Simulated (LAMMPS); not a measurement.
MD of TiO2 (rutile) at zero pressure, 576 atoms, as a liquid; each row is its own run.

Model: classical MD, Buckingham potential of Matsui and Akaogi, Mol. Simul. 6, 239 (1991), as tabulated by Reinhardt, J. Chem. Phys. 151, 064505 (2019), used with rigid ions (no shells), PPPM sums, short-range terms cut at 10 Å, modified for these runs by an r^-4 repulsive force inside the short-range force's maximum, run in LAMMPS.

```
T (K)  D(Ti) (cm²/s)
-----  -------------
1680         1.58e-6
1890         3.86e-6
2100         8.15e-6
2310         1.07e-5
2940         4.06e-5
3360         5.78e-5
```

### Question
Fit an Arrhenius law, ln y = a + b / x, to these rows (x is the first column, y the second) and predict the run at x = 2620.

### Answer
Least squares gives a = -6.0758 and b = -12130. The slope times kB gives an activation energy of 1.05 eV. At x = 2620 the fit predicts 2.24e-5 cm²/s. The run itself gave (2.6 ± 0.2) × 10^-5 cm²/s, so the fit is 13 % low.

Caution: a run this short can hold a crystal over, or a liquid under, the potential's own melting point, which these runs don't give.

Errors of D are the spread over four groups of atoms in one short run; a floor of about 5 %, a picked value, is safer.
